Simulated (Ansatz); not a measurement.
The parent structure is ScIr3 in the Cu3Au type structure (space group Pm-3m, No. 221; a = 3.897 Å; a cell from a computed database, its experimental status unchecked; relaxed with 0.1 eV smearing). Axes: x, y, z lie along the cube axes.

It is then changed as follows: tensor shear ε_xy = −0.92 % (engineering shear γ = -0.0184); the atoms relax in the strained cell.

Levels (all Ansatz, an electronic-structure program, PAW): PBEsol (420 eV, no spin-orbit coupling); PBEsol+SOC (420 eV, spin-orbit coupling included).

The geometry is relaxed with PBEsol.

```
Quantity          Result
---------------  -------
PBEsol pressure  0.1 GPa
```

With PBEsol+SOC at the same geometry, the pressure rises by 0.25 GPa to 0.4 GPa.

Single points use the geometry relaxed with PBEsol. Differences between runs with and without spin-orbit coupling are approximate. No phonon test of stability was made. The runs without spin-orbit coupling are not spin-polarised.
